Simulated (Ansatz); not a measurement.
System: quartz-high SiO2 (high-temperature phase). Method: PBE0 (plane waves, PAW; Ansatz, a first-principles code).

Run with plane-wave cutoff 500 eV, 6×6×4 k mesh (along the axes of the cell as run), gaussian smearing 0.02 eV, scalar-relativistic PAW data made under PBE.

Cell (relaxed with r²SCAN):

O2Si has the hexagonal space group P6₂22 (No. 180), Pearson symbol hP9. Cell: a = b = 5.0595 Å, c = 5.5410 Å, α = β = 90.00°, γ = 120.00°. Si on 3c sees 4 O at 1.608 Å (tetrahedral). O on 6j has 2 Si at 1.608 Å (bent). (Neighbours: up to the widest gap in distance over summed covalent radii, below 1.35, at either atom.)

Q: Give the computed band gap.

A: 
- band gap = 8.27 eV (on the SCF k mesh)

Note: symmetry holds this phase in the static calculation, where it need not be a minimum; held by symmetry at 0 K, a high-temperature phase can be a saddle point; cell and atoms aren't relaxed at this level (largest force component 0.05 eV/Å).

The computed numbers hold no vibrational or temperature effects.
